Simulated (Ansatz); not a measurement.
# A computed series for hypothetical CsCl type TiAs: pressure series

The parent structure is TiAs in the CsCl type structure (space group Pm-3m, No. 221; a = 3.151 Å; a hypothetical phase, not in the database extracts checked).

Cell and atoms are relaxed at each pressure.

Calculations: PBEsol (Ansatz, a program for electronic structure, PAW, no SOC).

Notes on the quantities. enthalpy: H = E + PV relative to the base's energy.

```tsv
case	volume per atom	enthalpy
base	15.64 Å³	–
pressure −2 GPa	15.89 Å³	-0.20 eV/atom
pressure −1 GPa	15.76 Å³	-0.10 eV/atom
pressure 1.8 GPa	15.43 Å³	+0.17 eV/atom
pressure 4.2 GPa	15.18 Å³	+0.40 eV/atom
pressure 9 GPa	14.73 Å³	+0.85 eV/atom
pressure 18 GPa	14.04 Å³	+1.66 eV/atom
pressure 30 GPa	13.32 Å³	+2.68 eV/atom
pressure 45 GPa	12.61 Å³	+3.89 eV/atom
pressure 60 GPa	12.04 Å³	+5.05 eV/atom
```

Load acts through the strain it causes; cell and atoms are relaxed under it. No phonon test of stability was made. Competing high-pressure phases were not computed. The final runs are not spin-polarised. An odd electron count without spin: TiAs. TiAs has a high density of states at the Fermi level and may be magnetic at this level.
